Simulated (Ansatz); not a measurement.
The starting structures come from a database of crystals and need not be the phases stable at ambient conditions.

 Where the default PAW files enter, the runs use the earlier of Ansatz's two default sets.

Given:

```
CELL_PARAMETERS angstrom
      3.70921     0.00000     0.00000
      1.85461     5.34266     0.00000
      0.00000     0.00000    11.29773
ATOMIC_POSITIONS crystal
  Na 0.43652 0.12696 0.37243
  Na 0.56348 0.87304 0.87243
  Na 0.82508 0.34984 0.09360
  Na 0.17492 0.65016 0.59360
  Pd 0.13553 0.72894 0.25161
  Pd 0.86447 0.27106 0.75161
  Se 0.72226 0.55548 0.37312
  Se 0.27774 0.44452 0.87312
  Se 0.54722 0.90556 0.13124
  Se 0.45278 0.09444 0.63124
```

Space group of this cell: Cmc2_1. The cell is taken as given.

Transport runs along the normal of the first two printed cell vectors.

No gap correction and no spin-orbit coupling; mid-gap values are interpolated between computed energies.

Task: Give the band gap and the smallest decay constant κ at mid-gap that Ansatz (an electronic-structure program) with r2SCAN yields.

Result: Gap 0.91 eV on a 8×8×4 mesh; κ = 0.252 1/Å, at (0.000, 0.500) of the in-plane reciprocal vectors. At the zone centre, at the nearest computed energy, the slowest state has κ = 0.31 1/Å.
